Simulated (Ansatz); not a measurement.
**Effect of holes 3.0×10^21 cm⁻³ on BN**

The reference is BN in the wurtzite structure (space group P6_3mc, No. 186; a = 2.555 Å, c = 4.225 Å).

Now apply this change: hole doping at 3.0×10^21 cm⁻³ (0.0716 per cell), with a uniform compensating background at fixed cell and a 300 K Fermi–Dirac width.

All numbers come from PBE/PAW in Ansatz (a quantum-chemistry and plane-wave program), without spin-orbit coupling. k-mesh 26×26×14 (Γ-centred); smearing 0.0259 eV (Fermi–Dirac).

```json
[
 {"quantity": "gap between the host's bands", "base": "5.23 eV", "changed": "5.21 eV", "shift": "-0.02 eV"},
 {"quantity": "gap character", "base": "indirect, Γ → K", "changed": "indirect, Γ → K", "shift": "–"},
 {"quantity": "Fermi level relative to the doped band's edge (positive inside the band; to 0.05 eV)", "base": "–", "changed": "+0.45 eV", "shift": "–"}
]
```

Final structure:

```
CELL_PARAMETERS angstrom
      2.55453     0.00000     0.00000
     -1.27726     2.21229     0.00000
      0.00000     0.00000     4.22457
ATOMIC_POSITIONS crystal
  B  0.66667 0.33333 0.99916
  B  0.33333 0.66667 0.49916
  N  0.66667 0.33333 0.62604
  N  0.33333 0.66667 0.12604
```
Cell charge +0.071624.

Charged cell with a jellium background: band edges are those of the host's band count, energies are not comparable with the neutral cell, and many-body gap narrowing is missing. Semilocal Kohn–Sham gaps tend to fall short of experiment. Whether these cells are dynamically stable was not tested.
